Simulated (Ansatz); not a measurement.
**SiO2: uniaxial strain ε_xx = −0.60 %**

Take SiO$_{2}$ in the rutile structure (space group P4_2/mnm, No. 136; a = 4.1549 Å, c = 2.6615 Å) as the base. Axes: x, y, z lie along a, b, c of the conventional cell.

Now apply this change: uniaxial strain ε_xx = −0.60 %, all other strain components held at zero; the atoms relax in the strained cell.

Level of theory: LDA/PAW in Ansatz (a first-principles code), spin-orbit coupling left out. Settings: 8×8×12 k-points, 0.05 eV Fermi–Dirac smearing.

The volume per atom drops by 0.05 Å³ (7.66 Å³ → 7.61 Å³) and the space group goes from P4_2/mnm (No. 136) to Pnnm (No. 58). The shortest interatomic distance hardly moves (1.754 Å against 1.753 Å) and the energy goes up by 0.4 meV/atom. The pressure (mean of the normal stresses, compression positive) goes up by 1.764 GPa (-0.01 GPa → 1.76 GPa) and the band gap grows by 0.09 eV (5.81 eV → 5.90 eV). The gap character is still direct at Γ and the electron mass becomes 0.40 mₑ along z, 0.53 mₑ across (at Γ) (base: 0.40 mₑ along c, 0.52 mₑ across (at Γ)). The valence-band top at Γ (three highest levels, from the VBM) changes from 0.00, -0.91, -0.91 eV to 0.00, -0.89, -0.93 eV and the valley order (the lowest conduction-band minima on the path, energy above the VBM, named in the base's zone) changes from Γ 5.81 eV; A (1/2, 1/2, 1/2) 7.19 eV to Γ 5.90 eV; A (1/2, 1/2, 1/2) 7.26 eV. The stress (xx, yy, zz, yz, xz, xy; compression positive) is (2.73, 1.37, 1.16, 0.00, 0.00, 0.00) GPa.

Final structure:

```yaml
crystal:
  lattice:
    - [4.12996, 0.00000, 0.00000]
    - [0.00000, 4.15488, 0.00000]
    - [0.00000, 0.00000, 2.66145]
  atoms:
    - { symbol: Si, position: [0.00000, 0.00000, 0.00000] }
    - { symbol: Si, position: [0.50000, 0.50000, 0.50000] }
    - { symbol: O, position: [0.30399, 0.30661, 0.00000] }
    - { symbol: O, position: [0.80399, 0.19339, 0.50000] }
    - { symbol: O, position: [0.19601, 0.80661, 0.50000] }
    - { symbol: O, position: [0.69601, 0.69339, 0.00000] }
```

Effective masses come from finite differences of ±0.01 Å⁻¹. No phonon test of stability was made. Labels are those of the standard path for the cell's own space group.
